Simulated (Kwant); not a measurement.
Kwant, one-band effective-mass tight-binding model in one dimension, coherent, no space charge.

Device: In0.53Ga0.47As/InP stack with 1 barrier. One parabolic valley. Leads of mass 0.041 mₑ with the band edge at 0; grid 0.1 nm; bias 0.075 V, dropping linearly over the stack.

```csv
layer,thickness (nm),band offset (eV),mass (mₑ)
1,4.4,0.25,0.08
```

The device is made up for the run: typed textbook-type constants, with dimensions and the other settings drawn at random.

Sweep values stay those of the base run.

One input was changed, with this effect: transmission at E = 0.1858 eV 0.12 → 0.049; transmission at E = 0.2804 eV 0.36 → 0.52; transmission at E = 0.09114 eV 0.040 → 0.0065; transmission at E = 0.3750 eV 0.81 → 0.85.

### Question
Which change was it?
A. mass in the first barrier 0.08 → 0.064 mₑ
B. height of the first barrier 0.25 → 0.2 eV
C. thickness of the first barrier 4.4 → 6.2 nm

### Answer
C, thickness of the first barrier 4.4 → 6.2 nm
